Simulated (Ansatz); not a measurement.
Results of PBE (Ansatz, a quantum-chemistry and plane-wave program, PAW) for TiSi₂ (Fddd, No. 70).

Settings: plane-wave cutoff 520 eV, 16×16×16 k mesh, Fermi–Dirac smearing 0.05 eV, no spin polarisation, scalar-relativistic PAW data made under PBE.

Cell (relaxed at this level):

```xyz
6
Lattice="0.0000 4.1324 4.2827 2.4026 0.0000 4.2827 2.4026 4.1324 0.0000" Properties=species:S:1:pos:R:3 pbc="T T T"
Ti     3.6040     6.1985     6.4241
Ti     2.4026     4.1324     4.2827
Si     1.2013     0.7182     2.1414
Si     1.2013     3.4142     2.1414
Si     2.4026     1.3480     4.2827
Si     2.4026     6.9167     4.2827
```

Task: What does this level give for the bulk modulus B0?

Result: 
- bulk modulus B0: 140 GPa

Note: the bulk modulus is −V dP/dV from two relaxed cells at ±2 % in volume.

Computed values are for the static lattice.
